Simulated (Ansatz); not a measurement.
# How a calculation on the (101) slab of Cu (cut from a parent of space group no. 225; 16 atoms in the cell) responds to its settings

```
Cu
1.0
    3.60748     0.00000     0.00000
    0.00000     5.10175     0.00000
    0.00000     0.00000    24.85370
Cu
16
Direct
  0.00000   0.62500   0.37277
  0.50000   0.37500   0.32188
  0.00000   0.12500   0.37277
  0.50000   0.87500   0.32188
  0.00000   0.12500   0.47455
  0.50000   0.87500   0.42366
  0.00000   0.62500   0.47455
  0.50000   0.37500   0.42366
  0.00000   0.62500   0.57633
  0.50000   0.37500   0.52544
  0.00000   0.12500   0.57633
  0.50000   0.87500   0.52544
  0.00000   0.12500   0.67812
  0.50000   0.87500   0.62723
  0.00000   0.62500   0.67812
  0.50000   0.37500   0.62723
```

Base run A: PBEsol, PAW files made with PBE run with Ansatz (a program for electronic structure), self-consistent single point.

Its settings: kpoints.mp_grid.grid = 5 3 1; hamiltonian.xc = pbesol; hamiltonian.pseudopotentials = {kind: paw} (the program's default PAW files); scf.occupations.method = methfessel_paxton; scf.occupations.width = 0.05 eV.

The starting cell comes from a database of computed structures (which also holds hypothetical and non-ambient phases and stackings), without a prior relaxation at this level. The slab is cut from that crystal, and its faces are unrelaxed. Its lattice was rescaled in the plane by a random factor within 2.5 % of one. Spin polarisation is off. Without a gap this mesh is coarse (it stands for a supercell whose shortest in-plane vector is 15 Å).

ΔF is the free energy per atom less that of run A. 

```csv
run,"kpoints.mp_grid.grid, scf.occupations.width",ΔF (meV/atom),largest force (eV/Å),TS (meV/atom),k-points
A,"5 3 1, 0.05 eV",0.00,0.630,0.4,6
B,"3 2 1, 0.03 eV",40.6,0.534,0.3,4
C,"3 2 1, 0.1 eV",40.2,0.537,0.4,4
D,"3 2 1, 0.3 eV",39.3,0.574,3.0,4
E,"4 3 1, 0.03 eV",-14.2,0.675,0.0,6
F,"4 3 1, 0.1 eV",-14.3,0.671,0.2,6
G,"4 3 1, 0.3 eV",-14.9,0.644,-0.2,6
H,"5 3 1, 0.03 eV",0.15,0.627,0.2,6
I,"5 3 1, 0.1 eV",-0.26,0.637,0.2,6
J,"5 3 1, 0.3 eV",-0.99,0.628,3.3,6
K,"5 4 1, 0.03 eV",-16.5,0.623,0.0,9
L,"5 4 1, 0.1 eV",-16.5,0.621,-0.1,9
M,"5 4 1, 0.3 eV",-15.7,0.607,-0.8,9
```

Run K against A: The free energy drops by 16.5 meV/atom and the largest force moves little (0.630 to 0.623 eV/Å).

Run B against A: The free energy goes up by 40.6 meV/atom and the largest force goes from 0.630 to 0.534 eV/Å.

Keys are those of Ansatz 0.2.
